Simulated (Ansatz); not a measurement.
**Pressure series in TiSi2**

Base system: TiSi2 (space group Cmcm, No. 63).

```xyz
6
Lattice="1.7574 -6.6740 0.0000 1.7574 6.6740 0.0000 0.0000 0.0000 3.5571" Properties=species:S:1:pos:R:3 pbc="T T T"
Si     1.7574    -5.8726     2.6678
Si     1.7574     5.8726     0.8893
Si     1.7574     3.3313     2.6678
Si     1.7574    -3.3313     0.8893
Ti     1.7574    -1.3679     2.6678
Ti     1.7574     1.3679     0.8893
```

Cell and atoms are relaxed at each pressure.

Calculations: Ansatz (an electronic-structure program) PBEsol, spin-orbit coupling left out.

```json
[
 {"pressure (GPa)": "-2", "volume per atom (Å³/atom)": "14.119"},
 {"pressure (GPa)": "-1", "volume per atom (Å³/atom)": "14.011"},
 {"pressure (GPa)": "0", "volume per atom (Å³/atom)": "13.907"},
 {"pressure (GPa)": "0.7", "volume per atom (Å³/atom)": "?"},
 {"pressure (GPa)": "1.5", "volume per atom (Å³/atom)": "13.760"},
 {"pressure (GPa)": "3", "volume per atom (Å³/atom)": "13.620"},
 {"pressure (GPa)": "5", "volume per atom (Å³/atom)": "13.444"},
 {"pressure (GPa)": "7.5", "volume per atom (Å³/atom)": "13.241"},
 {"pressure (GPa)": "10", "volume per atom (Å³/atom)": "13.052"}
]
```

Q: Fit the third-order Birch–Murnaghan form P(V) = (3B₀/2)[(V₀/V)^(7/3) − (V₀/V)^(5/3)]·[1 + (3/4)(B₀′ − 4)((V₀/V)^(2/3) − 1)] (squares taken in P) to the rows shown and predict the withheld row.

A: Least squares on the printed values gives V₀ = 13.908 Å³/atom, B₀ = 137 GPa, B₀′ = 4.4; this predicts 13.837 Å³/atom, and the run gives 13.837 Å³/atom, in agreement.

Load acts through the strain it causes; cell and atoms are relaxed under it. Stability against distortions was not tested. Competing high-pressure phases were not computed. The final runs are not spin-polarised.
